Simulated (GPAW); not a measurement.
Band structure of Na₃Ga (Pm-3m, 4 atoms in the cell).

```xyz
4
Lattice="4.9416 0.0000 0.0000 0.0000 4.9416 0.0000 0.0000 0.0000 4.9416" Properties=species:S:1:pos:R:3 pbc="T T T"
Na     2.4708     0.0000     2.4708
Na     0.0000     2.4708     2.4708
Na     2.4708     2.4708     0.0000
Ga     0.0000     0.0000     0.0000
```

Method of the run: LDA (Perdew-Wang 92), GPAW PAW datasets LDA (gpaw-data 1.0.1) (plane waves; GPAW 25.7.0).

Settings: mode = pw; ecut = 800 eV; xc = LDA; kpts = 9 9 9; mesh shift (steps) = 0 0 0; occupations.name = fermi-dirac; occupations.width = 0.136 eV; nbands = -8; convergence.density = 1e-05 e/electron; convergence.energy = 1e-05 eV/electron; symmetry.symmorphic = false; symmetry.tolerance = 0.0005; maxiter = 100; bandpath_npoints = 40.

The starting cell comes from a database of computed structures (which also holds hypothetical and non-ambient phases and stackings), without a prior relaxation at this level. Its lattice was rescaled by a random factor within 2.5 % of one.

Levels in eV from the Fermi level, bands 9 to 16:
```json
[
 {"point": "Γ", "9": "-24.70", "10": "-6.16", "11": "-0.47", "12": "0.64", "13": "0.64", "14": "0.64", "15": "2.95", "16": "2.95"},
 {"point": "X", "9": "-24.70", "10": "-5.67", "11": "-2.48", "12": "1.19", "13": "1.19", "14": "1.82", "15": "2.36", "16": "3.59"},
 {"point": "M", "9": "-24.69", "10": "-5.30", "11": "-1.38", "12": "-1.38", "13": "-0.45", "14": "1.62", "15": "3.56", "16": "4.92"},
 {"point": "R", "9": "-24.69", "10": "-5.02", "11": "-0.59", "12": "-0.59", "13": "-0.59", "14": "0.74", "15": "1.41", "16": "1.41"}
]
```

Bands cross the Fermi level along this path, so the cell is metallic at this level.
